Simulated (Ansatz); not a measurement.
An Ansatz (a program for electronic structure) run: HgS with a change (S → Se); PBEsol (Ansatz), spin-orbit coupling left out.

Input:

Ansatz 0.2 input:
```yaml
crystal:
  lattice:
    - [4.2579646149, 0, 0]
    - [-2.1289823074, 3.6875055249, 0]
    - [0, 0, 9.6703132751]
  atoms:
    - { symbol: Hg, position: [0.6734696513, 0, 0.6666666667] }
    - { symbol: Hg, position: [0, 0.6734696513, 0.3333333333] }
    - { symbol: Hg, position: [0.3265303487, 0.3265303487, 0] }
    - { symbol: Se, position: [0.5269733296, 0, 0.1666666667] }
    - { symbol: Se, position: [0, 0.5269733296, 0.8333333333] }
    - { symbol: Se, position: [0.4730266704, 0.4730266704, 0.5] }
basis: { ecutwfc: 420, ecutrho_ratio: 4, xc_grid: 2, fft_grid_basis: typed }
kpoints: { mp_grid: { grid: [9, 9, 4] } }
hamiltonian:
  xc: pbesol
  dispersion: none
  pseudopotentials: { kind: paw }
scf: { occupations: { method: fermi_dirac, width: 0.05 }, convergence: { dr2_threshold: 0.0000000006 } }
output: { forces: true, stress: true }
checkpoint: { write: state.ck, write_every: 1000 }
```

Output (explanatory and most iteration lines left out):

```
Pseudopotential: Hg, paw, valence charge 20
Pseudopotential: Se, paw, valence charge 16
Crystal: 6 atoms, lattice volume = 151.836 Å³
Basis set: ecut = 420 eV, 2955 PW (Γ), exchange–correlation on 60×60×144 points (8 copies of the dense FFT grid, shifted against one another)
Bands: 61, of which v1, the nominal top of the filled ones, is band 54 counted from 1 (53 counted from 0)
Symmetry: 6 space group operations
Space group: P3221 (ITA 154), of the structure as read, at distance tolerance 5.3e-5 Å
k-points: 43 of 324 (time reversal used)
Functional: x = pbesol(κ = 0.804, μ = 0.12345679012345678), c = pbesol(β = 0.046)
SCF iter   1: F=—  HF=-57277.783725 eV  |F-HF|=—  |Δ(HF+E_count)|=         —  Δρ=2.60e-3  dr2=1.47e-2  ethr=1.77e-3  ⟨swp⟩=6.1  Hψ=9014  notcnv=0
SCF iter   2: F=—  HF=-57277.782832 eV  |F-HF|=—  |Δ(HF+E_count)|=   8.93e-4  Δρ=1.39e-3  dr2=4.01e-3  ethr=1.36e-5  ⟨swp⟩=2.6  Hψ=4516  notcnv=0  defer=4
SCF 1 converged in 9 iterations: F = -57277.782161 eV  dr2 = 6.25e-11
SCF converged after 9 iterations
Free energy (F): -57277.782161 eV
Internal energy: -57277.782120 eV  (E = F + TS)
E sigma→0 (E₀):  -57277.782141 eV
Entropy (-TS):   -0.000041 eV (-0.007 meV/atom)
Fermi energy:    10.483741 eV
--- Forces (eV/Å), atoms counted from 1 ---
  atom   1  Hg    -0.00056905     0.00000000    -0.00000000
  atom   2  Hg     0.00028453    -0.00049282     0.00000000
  atom   3  Hg     0.00028453     0.00049282    -0.00000000
  atom   4  Se    -0.00329429     0.00000000     0.00000000
  atom   5  Se     0.00164715    -0.00285294    -0.00000000
  atom   6  Se     0.00164715     0.00285294     0.00000000
--- Stress (GPa, compression-positive) ---
       -0.003893       0.000000       0.000000
        0.000000      -0.003893       0.000000
        0.000000       0.000000       0.006521
  P = ⅓ Tr σ = -0.0004 GPa (-0.004 kbar)
```

With Hg present, leaving out spin-orbit coupling can change the band edges. Whether these cells are dynamically stable was not tested. The cell was made from HgS by this change: S → Se; the result is a model cell, its experimental status unchecked. No dispersion term is included in the PBEsol runs. This is not the structure that HgSe has at room temperature and ambient pressure.
